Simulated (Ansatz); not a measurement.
The starting structures come from a database of crystals and need not be the phases stable at ambient conditions.

By PBEsol, the system below comes out a metal.

Input:

```
CELL_PARAMETERS angstrom
      4.05097     0.00000     0.00000
     -2.02549     5.69929     0.00000
      2.02549     0.00000     5.87027
ATOMIC_POSITIONS crystal
  Sb 0.84874 0.19748 0.50000
  Sb 0.15126 0.80252 0.50000
  Sb 0.34874 0.50000 0.80252
  Sb 0.65126 0.50000 0.19748
```

Space group of this cell: Fmmm. The cell is strained (lengths along the current scaled by 1.03, ions clamped); by PBEsol its mean pressure is -1.9 GPa.

The current flows along the normal of the first two printed cell vectors. No spin-orbit coupling; the value is a mean over 0.1 eV about the Fermi level.

**Question.** Give the ballistic conductance per area that PBEsol run with Ansatz (a first-principles code) yields.

**Answer.** 0.43 × 10¹⁵ S/m² for both spins.
